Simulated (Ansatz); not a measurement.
CsPbBr3: response to strain

Take CsPbBr$_{3}$ in the cubic perovskite structure (space group Pm-3m, No. 221; a = 5.872 Å) as the base. Axes: x, y, z lie along the cube axes.

Strains are applied to the cell and any free atomic positions relax; under biaxial strain the out-of-plane vector relaxes too.

Computed with DFT with PBEsol, PAW potentials and a 420 eV plane-wave cutoff in Ansatz (a quantum-chemistry and plane-wave program), no SOC.

Candidates:
(a) biaxial strain +1.80 %, plane normal [001], relaxed out of plane
(b) biaxial strain +2.40 %, plane normal [001], relaxed out of plane
(c) biaxial strain +1.20 %, plane normal [001], relaxed out of plane
(d) biaxial strain +0.60 %, plane normal [001], relaxed out of plane
(e) biaxial strain +3.00 %, plane normal [001], relaxed out of plane

Notes on the quantities. energy relative to the base: free energy F.

Task: Order them by energy relative to the base, highest first.

Result: (e) biaxial strain +3.00 %, plane normal [001], relaxed out of plane (+11 meV/atom), (b) biaxial strain +2.40 %, plane normal [001], relaxed out of plane (+7.5 meV/atom), (a) biaxial strain +1.80 %, plane normal [001], relaxed out of plane (+4.3 meV/atom), (c) biaxial strain +1.20 %, plane normal [001], relaxed out of plane (+2.0 meV/atom), (d) biaxial strain +0.60 %, plane normal [001], relaxed out of plane (+0.5 meV/atom)

Stability against distortions was not tested. Many cubic perovskites are stable only at high temperature; tilts and polar distortions were not tested. This is not the structure that CsPbBr3 has at room temperature and ambient pressure.
